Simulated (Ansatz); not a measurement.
Response to strain in GaSb

Start from GaSb in the zinc blende structure (space group F-43m, No. 216; a = 6.134 Å).

Strains are applied to the cell and any free atomic positions relax.

The values are results of DFT with r2SCAN, PAW potentials and a 500 eV plane-wave cutoff in Ansatz (a quantum-chemistry and plane-wave program), scalar-relativistic without spin-orbit coupling, earlier PAW set, not measurements.

Computed cases, in order: isotropic strain −5.43 %; isotropic strain −2.08 %; isotropic strain −1.57 %; the unstrained base; isotropic strain +0.79 %; isotropic strain +0.85 %.

**Question.** Between which two neighbouring cases does the gap turn between direct and indirect?

**Answer.** Between isotropic strain −2.08 % (0.84 eV, indirect, Γ → L) and isotropic strain −1.57 % (0.78 eV, direct at Γ). The whole series: isotropic strain −5.43 %: 0.83 eV, indirect, Γ → Γ–X (79 % along); isotropic strain −2.08 %: 0.84 eV, indirect, Γ → L; isotropic strain −1.57 %: 0.78 eV, direct at Γ; the unstrained base: 0.41 eV, direct at Γ; isotropic strain +0.79 %: 0.24 eV, direct at Γ; isotropic strain +0.85 %: 0.22 eV, direct at Γ.

Spin-orbit coupling, missing from the scalar runs, can matter with Sb. No phonon test of stability was made. A zero or small gap of GaSb under isotropic strain +0.79 % and GaSb under isotropic strain +0.85 % can be the functional's error rather than a property of the material.
